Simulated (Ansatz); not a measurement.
**rock-salt TiN (0 0 1) on diamond (1 1 1) (film strained to the substrate, faces as cut)**

A periodic stack without vacuum, rock-salt TiN (0 0 1) on diamond (1 1 1) (film strained to the substrate, faces as cut): substrate slab C70, film N18Ti18, surface cells [[-3, 2], [-1, -1]] and [[3, 2], [0, 1]], film strained by -0.9 and +3.0 %, faces C/C and NTi/NTi as cut (like faces can put a slab off its formula).

The start was prepared with a machine-learned potential, and the result is one local minimum, with the in-plane cell held and forces under 0.04 eV/Å; the film can end far from its bulk form.

Method: PBE (plane waves to 420 eV, PAW; Ansatz, a first-principles code). Spin–orbit coupling is left out; the runs are not spin-polarised; PBE gaps are too small against experiment. Its k-point mesh 4×6×1, Fermi–Dirac width 0.05 eV.

| Item | Value |
|---|---|
| interface area | 27.6 Å² |
| period | 27.99 Å |
| gaps between the outermost planes at the two interfaces | 1.88 and 1.88 Å |
| C–Ti contacts across the interfaces within 1.22 times the sum of covalent radii | 26, mean 2.51 Å |
| hole barrier (PBE) | 0.74 eV |
| electron barrier (PBE) | 3.39 eV |

```
CELL_PARAMETERS angstrom
      6.68172     0.00013    -0.02355
      1.43194     4.13282     0.05774
     -1.84723    -1.09404    27.98555
ATOMIC_POSITIONS crystal
  C  0.79848 0.75430 0.05759
  C  0.39586 0.95525 0.05756
  C  0.59712 0.35911 0.05761
  C  0.19741 0.55062 0.05884
  C  0.99765 0.15066 0.05878
  C  0.79160 0.08867 0.04136
  C  0.39427 0.28693 0.04135
  C  0.59307 0.69152 0.04104
  C  0.19154 0.87911 0.04227
  C  0.99494 0.47782 0.04221
  C  0.81628 0.43352 0.13273
  C  0.41661 0.63331 0.13274
  C  0.61638 0.03385 0.13243
  C  0.21642 0.23216 0.13299
  C  0.01661 0.83213 0.13299
  C  0.81266 0.76349 0.11461
  C  0.41097 0.96422 0.11463
  C  0.61170 0.36524 0.11443
  C  0.21231 0.56200 0.11543
  C  0.01171 0.16242 0.11540
  C  0.83528 0.11169 0.20658
  C  0.43548 0.31163 0.20658
  C  0.63540 0.71193 0.20656
  C  0.23546 0.91133 0.20669
  C  0.03533 0.51139 0.20670
  C  0.83058 0.44228 0.18831
  C  0.43080 0.64222 0.18833
  C  0.63065 0.04220 0.18813
  C  0.23072 0.24170 0.18850
  C  0.03075 0.84170 0.18849
  C  0.85433 0.79013 0.28033
  C  0.45427 0.99023 0.28027
  C  0.65432 0.39026 0.28026
  C  0.25423 0.59007 0.28033
  C  0.05425 0.18994 0.28034
  C  0.84953 0.12052 0.26195
  C  0.44962 0.32060 0.26195
  C  0.64960 0.72072 0.26193
  C  0.24958 0.92044 0.26201
  C  0.04954 0.52040 0.26203
  C  0.87329 0.46838 0.35397
  C  0.47314 0.66898 0.35377
  C  0.67313 0.06893 0.35379
  C  0.27307 0.26845 0.35395
  C  0.07322 0.86847 0.35414
  C  0.86859 0.79897 0.33570
  C  0.46841 0.99933 0.33558
  C  0.66854 0.39926 0.33559
  C  0.26839 0.59905 0.33570
  C  0.06846 0.19875 0.33572
  C  0.89122 0.14714 0.42768
  C  0.49159 0.34869 0.42684
  C  0.69220 0.74814 0.42690
  C  0.29289 0.94651 0.42763
  C  0.09226 0.54542 0.42784
  C  0.88763 0.47712 0.40956
  C  0.48746 0.67850 0.40929
  C  0.68728 0.07848 0.40930
  C  0.28730 0.27738 0.40953
  C  0.08751 0.87685 0.40985
  C  0.91241 0.82180 0.50089
  C  0.51232 0.03180 0.49995
  C  0.70897 0.43257 0.50012
  C  0.30977 0.62392 0.50094
  C  0.11072 0.21925 0.50122
  C  0.90542 0.15620 0.48468
  C  0.50645 0.36009 0.48341
  C  0.70624 0.75994 0.48354
  C  0.30805 0.95561 0.48472
  C  0.10688 0.55156 0.48466
  N  0.15718 0.02210 0.65603
  N  0.49092 0.35168 0.65646
  N  0.82390 0.68532 0.65642
  N  0.13912 0.51438 0.58658
  N  0.47072 0.83958 0.58606
  N  0.80776 0.17083 0.58600
  N  0.19668 0.04440 0.80944
  N  0.53032 0.37636 0.80940
  N  0.86397 0.71054 0.80951
  N  0.17717 0.53279 0.73286
  N  0.51081 0.86477 0.73282
  N  0.84349 0.19869 0.73275
  N  0.23671 0.06958 0.95623
  N  0.56809 0.39472 0.95569
  N  0.89960 0.73833 0.95626
  N  0.21648 0.55753 0.88582
  N  0.55022 0.88702 0.88622
  N  0.88353 0.22389 0.88584
  Ti 0.15694 0.51251 0.65520
  Ti 0.49138 0.85616 0.65599
  Ti 0.82293 0.18976 0.65601
  Ti 0.13553 0.99248 0.57295
  Ti 0.47180 0.35087 0.56850
  Ti 0.79744 0.68594 0.56877
  Ti 0.19733 0.54369 0.80791
  Ti 0.52972 0.87642 0.80780
  Ti 0.86269 0.21008 0.80774
  Ti 0.17772 0.03274 0.73446
  Ti 0.51013 0.36549 0.73436
  Ti 0.84483 0.69905 0.73453
  Ti 0.23539 0.55862 0.97371
  Ti 0.57171 0.91675 0.96935
  Ti 0.90984 0.22255 0.97356
  Ti 0.21600 0.05321 0.88628
  Ti 0.55050 0.39682 0.88708
  Ti 0.88444 0.71924 0.88625
```
